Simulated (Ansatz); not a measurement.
We consider LaOF (P4/nmm, No. 129, 6 atoms in the cell; start mp-7100), described by LDA (Ansatz, a program for electronic structure, plane waves, PAW).

Run with plane-wave cutoff 520 eV, 8×8×6 k mesh (along the axes of the cell as run), Fermi–Dirac smearing 0.01 eV, scalar-relativistic PAW data made under PBE.

Cell (relaxed at this level):

```xyz
6
Lattice="4.0014 0.0000 0.0000 0.0000 4.0014 0.0000 0.0000 0.0000 5.7115" Properties=species:S:1:pos:R:3 pbc="T T T"
La     2.0007     0.0000     4.1008
La     0.0000     2.0007     1.6107
O      0.0000     0.0000     2.8557
O      2.0007     2.0007     2.8557
F      2.0007     2.0007     0.0000
F      0.0000     0.0000     0.0000
```

Problem. Estimate the band gap, smallest direct gap on the k points sampled and Γ–Γ gap that the calculation returns.

Solution. 
* **band gap**: 4.56 eV
* **smallest direct gap on the k points sampled**: 4.65 eV
* **Γ–Γ gap**: 5.31 eV

Spin–orbit coupling is not included.

Static lattice: no zero-point or thermal effects.

A start named mp-… is a Materials Project structure, which need not be a measured phase.
